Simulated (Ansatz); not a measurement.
Consider SrVO$_{3}$ in the cubic perovskite structure (space group Pm-3m, No. 221).

SrVO3 is taken in the cubic space group Pm-3m (No. 221), the cubic perovskite structure, Pearson symbol cP5. Conventional cell: a = b = c = 3.8094 Å, α = β = γ = 90.00°. Sr on 1a has 12 O at 2.694 Å (cuboctahedral). V on 1b is coordinated by 6 O at 1.905 Å (octahedral). O on 3c sees 2 V at 1.905 Å and 4 Sr at 2.694 Å (octahedral). (Neighbours: up to the widest gap in distance over summed covalent radii, below 1.35, at either atom; cation-cation and far metal-metal contacts left out.)

Calculations: PBEsol (Ansatz, a quantum-chemistry and plane-wave program), no spin-orbit coupling.

Before the change:

The volume per atom is 11.06 Å³.

It is then changed as follows: Be takes the place of Sr on all its sites, then cell and atoms are relaxed.

Q: What does the calculation give for the volume per atom after the change?

A: The volume per atom falls by 1.13 Å³ to 9.93 Å³.

Whether these cells are dynamically stable was not tested. As relaxed here, BeVO3 is a hypothetical phase, not in the database extracts checked. Seeded moments were not kept for Sr → Be and the base. No Hubbard U is applied, and correlation can decide whether such a compound is a metal. The final runs are not spin-polarised. An odd electron count without spin: BeVO3 and SrVO3.
